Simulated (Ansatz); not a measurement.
Consider ZnGeP2 in the chalcopyrite structure (space group I-42d, No. 122).

```yaml
crystal:
  lattice:
    - [-2.71210, 2.71210, 5.35473]
    - [2.71210, -2.71210, 5.35473]
    - [2.71210, 2.71210, -5.35473]
  atoms:
    - { symbol: Zn, position: [0.75000, 0.25000, 0.50000] }
    - { symbol: Zn, position: [0.00000, 0.00000, 0.00000] }
    - { symbol: Ge, position: [0.25000, 0.75000, 0.50000] }
    - { symbol: Ge, position: [0.50000, 0.50000, 0.00000] }
    - { symbol: P, position: [0.12667, 0.12500, 0.50167] }
    - { symbol: P, position: [0.62333, 0.62500, 0.49833] }
    - { symbol: P, position: [0.37500, 0.87333, 0.99833] }
    - { symbol: P, position: [0.87500, 0.37667, 0.00167] }
```

Level of theory: PBEsol in Ansatz (plane waves to 420 eV, PAW, no spin-orbit coupling).

One change was made to it. Results:

The smallest direct gap drops by 0.21 eV (1.24 eV → 1.03 eV); the band gap falls by 0.15 eV to 0.92 eV; the hole mass goes from 0.096 mₑ along c, 0.33 mₑ across (at Γ) to 0.13 mₑ along c, 0.29 mₑ across (at Γ); the lattice parameter a shrinks by 0.157 Å to 5.267 Å.

Question: Which of these changes matches the shifts?
A) pressure 2.1 GPa
B) pressure 9 GPa
C) pressure 22.5 GPa
D) pressure 30 GPa

Answer: B, pressure 9 GPa. For comparison, the band gap in the other runs: pressure 2.1 GPa gives 1.03 eV; pressure 22.5 GPa gives 0.72 eV; pressure 30 GPa gives 0.63 eV.

Load acts through the strain it causes; cell and atoms are relaxed under it. Masses are band curvatures over ±0.01 Å⁻¹ around the edge. Stability against distortions was not tested. Competing high-pressure phases were not computed.

Ansatz is an electronic-structure program.
